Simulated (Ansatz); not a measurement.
Output of an Ansatz run (abridged):

```
WARN ansatz: RAYON_NUM_THREADS=1 ignored (pool sized by the plan → 1); use --threads N
Pseudopotentials: kind: paw
Pseudopotential: Ca, paw, valence charge 10
Pseudopotential: Si, paw, valence charge 4
Crystal: 4 atoms, lattice volume = 96.527 Å³
Basis set: ecut = 420 eV, 1879 PW (Γ)
Bands: 18, of which v1, the nominal top of the filled ones, is band 14 counted from 1 (13 counted from 0)
Symmetry: 2 space group operations
Space group: Cm (ITA 8), of the structure as read, at distance tolerance 4.6e-5 Å
k-points: 48 of 150 (time reversal used)
PAW frozen core: Ca, regenerated for the run's functional, and the local potential with it
PAW frozen core: Si, regenerated for the run's functional, and the local potential with it
Initial density: superposition of atomic densities (neutral atoms: chi_scale 0, normalization atom), corrected by the library's trained network
Initial wavefunctions: pseudopotential atomic-orbital guess
Eigensolver: davidson
Functional: x = slater, c = lda
SCF iter   1: F=—  HF=-4764.947200 eV  |F-HF|=—  |Δ(HF+E_count)|=         —  Δρ=4.42e-3  dr2=1.90e-2  ethr=1.77e-3  ⟨swp⟩=8.0  Hψ=5376  notcnv=0
all-band conjugate gradients solve this SCF's bands
preconditioner: auto → Kerker (q_TF=auto, 2.220 Å⁻¹)
SCF iter   2: F=—  HF=-4764.945413 eV  |F-HF|=—  |Δ(HF+E_count)|=   1.79e-3  Δρ=2.68e-3  dr2=7.82e-3  ethr=6.77e-5  ⟨swp⟩=1.1  Hψ=1252  notcnv=0
SCF iter   3: F=—  HF=-4764.943958 eV  |F-HF|=—  |Δ(HF+E_count)|=   1.46e-3  Δρ=2.47e-4  dr2=5.19e-5  ethr=2.79e-5  ⟨swp⟩=2.0  Hψ=1088  notcnv=0
SCF iter   4: F=—  HF=-4764.943960 eV  |F-HF|=—  |Δ(HF+E_count)|=   2.22e-6  Δρ=9.95e-5  dr2=1.06e-5  ethr=1.85e-7  ⟨swp⟩=2.2  Hψ=1242  notcnv=0
SCF iter   5: F=—  HF=-4764.943959 eV  |F-HF|=—  |Δ(HF+E_count)|=   1.07e-6  Δρ=1.57e-5  dr2=3.00e-7  ethr=3.80e-8  ⟨swp⟩=2.9  Hψ=1467  notcnv=0
SCF iter   6: F=-4764.943959 eV  HF=-4764.943959 eV  |F-HF|=2.06e-8  |Δ(HF+E_count)|=   1.98e-8  Δρ=4.91e-6  dr2=4.84e-8  ethr=3.57e-10  ⟨swp⟩=6.0  Hψ=4040  notcnv=0
SCF 1 converged in 6 iterations: F = -4764.943959 eV  dr2 = 4.84e-8
SCF converged after 6 iterations
Free energy (F): -4764.943959 eV
Harris-Foulkes:  -4764.943959 eV  (|F-HF|=2.06e-8)
Internal energy: -4764.889489 eV  (E = F + TS)
E sigma→0 (E₀):  -4764.916724 eV
Entropy (-TS):   -0.054469 eV (-13.617 meV/atom)
Fermi energy:    7.190136 eV
--- Per-component energies (eV) ---
  E_band       = -270.818230
  E_kinetic    = 635.103804
  E_local      = -1586.248080  (includes V_loc(G=0)·N_el)
  E_nonlocal   = 187.374145
  E_hartree    = 532.137257
  E_xc         = -379.881075
  E_vxc        = -434.069430  (∫ρ·V_xc dr)
  E_paw        = -2604.370618  (= ΣΔE_a)
  E_vpaw       = -137.255339  (= ΣTr[D̂ρ^β])
  E_aug_tail   = 0.000001  (compensation charges beyond the density's cutoff)
  E_ewald      = -1549.739916
  E_core_change = 0.734993  (= ΣΔE_core)
  E_smearing   = -0.054469  (= −TS)
  E_closure    = -0.000000  (closes the sum)
  Σ components = -4764.943959   (vs F -4764.943959, Δ=0.00e0)
--- Forces (eV/Å), atoms counted from 1 ---
  atom   1  Ca    -0.00000000     0.04633566    -0.15487540
  atom   2  Ca     0.00000000    -0.04932175     0.04283933
  atom   3  Si    -0.00000000    -0.01526468     0.01902020
  atom   4  Si     0.00000000     0.01825148     0.09302091
  max |Σ_I F_I| component: 5.04e-6 eV/Å
--- Stress (GPa, compression-positive) ---
       -4.688039       0.000000      -0.000000
        0.000000      -3.715860       0.126509
       -0.000000       0.126509      -4.235054
  P = ⅓ Tr σ = -4.2130 GPa (-42.130 kbar)
  The stress holds the Pulay correction. Without it, at fixed plane waves, as pw.x and ABINIT print it: P = -4.2304 GPa
--- Band table (eV; the first three rows and the last of 48) ---
  k-point 0: bands = ["-33.4587", "-33.4286", "-14.8556", "-14.7549", "-14.7269", "-14.7041", "-14.6553", "-14.6215", "-2.8514", "2.0379", "4.6930", "4.9749", "5.4435", "6.9245", "8.0114", "8.1428", "9.8792", "10.1261"]
  k-point 1: bands = ["-33.4554", "-33.4293", "-14.8408", "-14.7504", "-14.7262", "-14.7214", "-14.6653", "-14.6486", "-2.5917", "1.9383", "4.1745", "4.9034", "5.0835", "7.5707", "7.9775", "8.1352", "9.3682", "9.4435"]
  k-point 2: bands = ["-33.4475", "-33.4322", "-14.8030", "-14.7525", "-14.7402", "-14.7260", "-14.7053", "-14.6943", "-1.8304", "0.8813", "3.9225", "5.3156", "5.4032", "6.6725", "7.0440", "8.0130", "9.2243", "9.8014"]
  k-point 47: bands = ["-33.4467", "-33.4380", "-14.8145", "-14.7735", "-14.7454", "-14.7033", "-14.6730", "-14.6492", "-2.3950", "1.3951", "3.8351", "5.1799", "6.1508", "7.2156", "8.0622", "8.7230", "8.9134", "9.1997"]
```

The structure:

```xyz
4
Lattice="2.2889 -5.3724 0.0000 2.2889 5.3724 0.0000 0.0000 0.0000 3.9249" Properties=species:S:1:pos:R:3 pbc="T T T"
Ca     2.2889     3.8841     1.0312
Ca     2.2889    -3.8841     2.9437
Si     2.2889     0.7355     0.9812
Si     2.2889    -0.7355     2.9437
```

Write an input that gives this output.

Other spellings and defaults could give the same log, and not every line can be read from it. The input that was run (DFT, LDA (PW92), plane waves, default PAW files made with PBE):

Ansatz 0.2 input:
```yaml
# CaSi
crystal:
  lattice:
    - [2.288862, -5.372398, 0.000000]
    - [2.288862, 5.372398, 0.000000]
    - [0.000000, 0.000000, 3.924927]
  atoms:
    - { symbol: Ca, position: [0.138510, 0.861490, 0.262739] }
    - { symbol: Ca, position: [0.861490, 0.138510, 0.750000] }
    - { symbol: Si, position: [0.431550, 0.568450, 0.250000] }
    - { symbol: Si, position: [0.568450, 0.431550, 0.750000] }
basis:
  ecutwfc: 420.0 eV
kpoints:
  mp_grid: { grid: [5, 5, 6] }
hamiltonian:
  xc: lda
  pseudopotentials: { kind: paw }
scf:
  occupations: { method: fermi_dirac, width: 0.1 eV }
output:
  forces: true
  eigenvalues: true
  stress: true
```

The starting cell comes from a database of computed structures (which also holds hypothetical and non-ambient phases and stackings), without a prior relaxation at this level. Its lattice was rescaled by up to half a per cent. One atom was moved a little off its site on purpose. With a pressure of about -4 GPa the cell is away from its equilibrium volume at this level. Ansatz's pressure includes its estimate of the finite-basis (Pulay) stress.

Ansatz is a program for electronic structure.
